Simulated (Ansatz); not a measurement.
Input:

```
ZnO
1.0
    3.22996     0.00000     0.01066
   -1.61498     2.79723    -0.00533
    0.01721     0.00000     5.21438
Zn O
2 2
Direct
  0.33270   0.66665   0.00154
  0.66605   0.33335   0.50154
  0.33397   0.66669   0.38046
  0.66728   0.33331   0.88046
```

No spin polarisation.

Level of theory: PBEsol (Ansatz, a quantum-chemistry and plane-wave program; PAW; 420 eV plane waves; no spin-orbit coupling). Γ-centred 12×12×7 mesh, Fermi–Dirac width 0.05 eV.

Question: Estimate the stress (xx, yy, zz, yz, xz, xy; compression positive).

Answer: (-0.01, 0.00, 0.01, 0.00, -0.24, 0.00) GPa.

Question: What space group does the calculation give?

Answer: Cc (No. 9).

The cells carry an imposed strain or load. Stability against distortions was not tested. The cell was made from ZnO in the wurtzite structure (space group P6_3mc, No. 186) by this change: tensor shear ε_xz = +0.33 %.
